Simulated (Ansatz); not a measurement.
Cost and result by functional for the adsorption energy of Br on the 1x1 (0001) surface of corundum (cut with top plane Al), one in a 1x1 cell, started at the site 'hollow Al-O-O-O over O at depth 2.3 Å', in Ansatz (plane waves, PAW). Single points on the PBE structure, on one kind of machine; costs are rough ratios of the slab run's core time (references not counted) to the cheapest single point. r2SCAN's cost holds its higher cutoff (500 against 420 eV). Differences are taken against r2SCAN for comparison alone: no measured value is at hand, so the table doesn't rank accuracy. The points keep PBE's geometry, so the relaxation of a polaron and the settling of charge on one site are left out.

Host crystal: corundum, with a band gap (PBE, scalar-relativistic without spin-orbit coupling).

Model: 21-atom slab, 6.7 Å thick at the start under the adsorbate (thin: gaps and levels are the slab's own), 6x6x1 mesh, Fermi-Dirac 0.01 eV, dipole correction, 9 atoms held, the rest relaxed; no symmetry held; spin-polarised, ending with about 1.0 μB a cell, a value that depends on the mesh; orders that need a larger cell were not tried, no spin-orbit, no U, no dispersion correction. The slab shows no gap over 0.04 eV on its mesh. At the end it is bonded to Al. In PBE it is, or lies within 0.03 eV of, the lowest of the starts that converged. These notes are the PBE run's. r2SCAN: The program's check for a lower electronic state was not made. Adsorption energies are against ½ Br2(g). A negative adsorption energy means that the adsorbate is more stable on the surface than in its reference.

```json
[
 {"functional": "RPBE", "relative cost": "1", "adsorption energy (eV)": "-0.01", "less r2SCAN (eV)": "-0.02"},
 {"functional": "r2SCAN", "relative cost": "5", "adsorption energy (eV)": "0.01", "less r2SCAN (eV)": "0.00"},
 {"functional": "PBE (the relaxed run's value)", "relative cost": "–", "adsorption energy (eV)": "-0.01", "less r2SCAN (eV)": "-0.03"}
]
```

The values span 0.03 eV, while the single points' costs differ by a factor of roughly 5. Differences are of unrounded values.

Ansatz is a quantum-chemistry and plane-wave program.
